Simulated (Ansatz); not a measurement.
**Element substitutions in BAs**

Base system: BAs in the zinc blende structure (space group F-43m, No. 216).

```xyz
2
Lattice="0.0000 2.3920 2.3920 2.3920 0.0000 2.3920 2.3920 2.3920 0.0000" Properties=species:S:1:pos:R:3 pbc="T T T"
As     3.5879     3.5879     3.5879
B      0.0000     0.0000     0.0000
```

Each row replaces one element on all its sites; cell and atoms are relaxed.

Levels (all Ansatz, an electronic-structure program, PAW): r2SCAN (500 eV, without spin-orbit coupling); HSE06 (420 eV, no spin-orbit coupling).

Band gaps by level, all at the geometries relaxed with r2SCAN:

```
case      r2SCAN    HSE06
-------  -------  -------
base     1.38 eV  1.83 eV
As → N   5.00 eV        …
B → Ga   0.96 eV        …
As → Br  1.07 eV        …
```

Task: What belongs in the blanks?

Result: 
- As → N, HSE06: 5.79 eV
- B → Ga, HSE06: 1.36 eV
- As → Br, HSE06: 1.66 eV

Single points use the geometry relaxed with r2SCAN. HSE06 gaps are upper bounds (no full band path). Stability against distortions was not tested. As relaxed here, BBr is a hypothetical phase, not in the database extracts checked.
